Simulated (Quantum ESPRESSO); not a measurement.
Worked example: self-consistent single point of MoOs (P-6m2, 2 atoms in the cell) in Quantum ESPRESSO.

Computed with PBEsol, SSSP 1.1.2 efficiency (PBE) pseudopotentials (plane waves; Quantum ESPRESSO).

The change in words: lattice scaled by 0.98. Reference geometry:
```yaml
crystal:
  lattice:
    - [2.77731, 0.00000, 0.00000]
    - [-1.38865, 2.40522, 0.00000]
    - [0.00000, 0.00000, 4.49985]
  atoms:
    - { symbol: Mo, position: [0.66667, 0.33333, 0.50000] }
    - { symbol: Os, position: [0.33333, 0.66667, 0.00000] }
```

Reference input (self-consistent single point, DFT, PBEsol, plane waves, SSSP 1.1.2 efficiency (PBE) pseudopotentials): ecutwfc = 60 Ry; ecutrho = 480 Ry; occupations = smearing; smearing = fd; degauss = 0.0036749 Ry; input_dft = pbesol; potentials = {Mo: Mo_ONCV_PBE-1.0.oncvpsp.upf, Os: Os_pbe_v1.2.uspp.F.UPF}; K_POINTS = automatic 14 14 7 0 0 0; conv_thr = 1e-10 Ry. This run's input differs from it in these lines:

```diff
@@ -31,5 +31,5 @@
 CELL_PARAMETERS {angstrom}
-   2.77730891     0.00000000     0.00000000
-  -1.38865446     2.40522007     0.00000000
-   0.00000000     0.00000000     4.49984900
+   2.72176306     0.00000000     0.00000000
+  -1.36088153     2.35711595     0.00000000
+   0.00000000     0.00000000     4.40985200
```

Output, abridged:

```
     Self-consistent Calculation

     iteration #  1     ecut=    60.00 Ry     beta= 0.70

     Threshold (ethr) on eigenvalues was too large:
     Diagonalizing with lowered threshold

     negative rho (up, down):  1.239E-01 0.000E+00

     total energy              =    -335.26870451 Ry
     estimated scf accuracy    <       0.20989588 Ry

     iteration #  2     ecut=    60.00 Ry     beta= 0.70

     negative rho (up, down):  1.254E-01 0.000E+00

     total energy              =    -335.24518889 Ry
     estimated scf accuracy    <       0.20446084 Ry

     iteration #  3     ecut=    60.00 Ry     beta= 0.70

     negative rho (up, down):  1.226E-01 0.000E+00

     total energy              =    -335.24601902 Ry
     estimated scf accuracy    <       0.95116825 Ry

   [... 7 blocks of this kind left out ...]

     iteration # 11     ecut=    60.00 Ry     beta= 0.70

     negative rho (up, down):  1.226E-01 0.000E+00

     total energy              =    -335.33099270 Ry
     estimated scf accuracy    <          4.4E-10 Ry

     iteration # 12     ecut=    60.00 Ry     beta= 0.70

     negative rho (up, down):  1.226E-01 0.000E+00
     End of self-consistent calculation

     the Fermi energy is    24.3688 ev

!    total energy              =    -335.33099270 Ry
     estimated scf accuracy    <          5.3E-12 Ry
     smearing contrib. (-TS)   =      -0.00111945 Ry
     internal energy E=F+TS    =    -335.32987325 Ry

     convergence has been achieved in  12 iterations

     negative rho (up, down):  1.226E-01 0.000E+00

     Forces acting on atoms (cartesian axes, Ry/au):

     atom    1 type  1   force =     0.00000000    0.00000000    0.00000000
     atom    2 type  2   force =    -0.00000000   -0.00000000    0.00000000

     Total force =     0.000000     Total SCF correction =     0.000000

     negative rho (up, down):  1.226E-01 0.000E+00
          total   stress  (Ry/bohr**3)                   (kbar)     P=      113.97
   0.00081723   0.00000000   0.00000000          120.22        0.00        0.00
   0.00000000   0.00081723   0.00000000            0.00      120.22        0.00
   0.00000000  -0.00000000   0.00068973            0.00       -0.00      101.46

   JOB DONE.
```

The run converged in 12 iterations. Against the reference run the free energy goes up by 2.9 meV/atom and the pressure goes from -9.51 to 11.40 GPa.

The starting cell comes from a database of computed structures (which also holds hypothetical and non-ambient phases and stackings), without a prior relaxation at this level. Its lattice was rescaled by a random factor within 2.5 % of one. For this run, on top of that: lattice scaled by 0.98. Spin polarisation is off. With a pressure of about 11 GPa the cell is away from its equilibrium volume at this level.

Cost on one core of a shared machine: roughly 2 min.
